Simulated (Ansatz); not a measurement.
Amorphous Si₂₄O₄₅F₆, 75 atoms at 2.21 g/cm³, one PBE-relaxed geometry, zone centre. Methods: PBE, scalar-relativistic without spin-orbit coupling (Ansatz, an electronic-structure program); r2SCAN, scalar-relativistic without spin-orbit coupling (Ansatz); HSE06, scalar-relativistic without spin-orbit coupling (Ansatz). Plane waves to 420 eV (r2SCAN 500 eV); exact exchange is cut at the cell's faces. At PBE the levels at the filled edge of the gap are localised (band-tail or defect states). All rungs ran without spin polarisation.

A CHGNet melt-quench gave the starting glass, which DFT then relaxed. O and F atoms were pushed apart under 1.9 Å during the dynamics, to hinder bonds among them. The hot cell started wider than the set density and was brought back towards it in steps. It is the lowest in DFT energy of 2 quenches. It is a model cell: composition and starting density were chosen by hand, and all elements were melted together. No dispersion term was used. Its density started from a set value of 2.22 and ended at 2.21 g/cm³. The quench (nominally 400 K/ps over its main leg) was far faster than any real one, so the model tends to hold more defects than a real film. A cell of this size samples the disorder only roughly. The volume was free in the relaxation, at fixed shape. Stress components on the final sampling reach 0.6 GPa.

The relaxation ran on the zone centre alone. At PBE the level gap is 5.17 eV on a 2×2×2 Γ-centred mesh, and the spacing at the zone centre alone 5.17 eV.

Problem. What zone-centre spacing does r2SCAN give, roughly?

Solution. 5.88 eV (+0.71 eV against PBE).

Problem. What zone-centre spacing does HSE06 give, roughly?

Solution. 7.01 eV (+1.84 eV against PBE).

The highest filled and the lowest empty state spread over these numbers of atoms (participation numbers): PBE: 8.1 and 64.4; r2SCAN: 7.6 and 64.5; HSE06: 7.0 and 64.9.
